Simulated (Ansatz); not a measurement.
The reference is AlN in the zinc blende structure (space group F-43m, No. 216).

```
AlN
1.0
    0.00000     2.18488     2.18488
    2.18488     0.00000     2.18488
    2.18488     2.18488     0.00000
Al N
1 1
Direct
  0.00000   0.00000   0.00000
  0.25000   0.25000   0.25000
```

Cartesian axes are those of the cell as printed.

Method: Ansatz (a quantum-chemistry and plane-wave program) r2SCAN, no spin-orbit coupling.

Before the change:

| Item | Value |
|---|---|
| Pressure | 0.01 GPa |
| Band gap | 3.94 eV |

It is then changed as follows: uniaxial strain ε_zz = −1.50 %, all other strain components held at zero; the atoms relax in the strained cell.

Question: How does this affect the pressure?

Answer: The pressure (mean of the normal stresses, compression positive) increases by 3.25 GPa (0.01 GPa → 3.26 GPa).

Question: Predict the new band gap.

Answer: The band gap drops by 0.076 eV, from 3.94 eV to 3.87 eV.

Question: Estimate the effect on the valence-band top at Γ.

Answer: The valence-band top at Γ (three highest levels, from the VBM) is 0.00, -0.06, -0.06 eV.

No phonon test of stability was made. This is not the structure that AlN has at room temperature and ambient pressure.
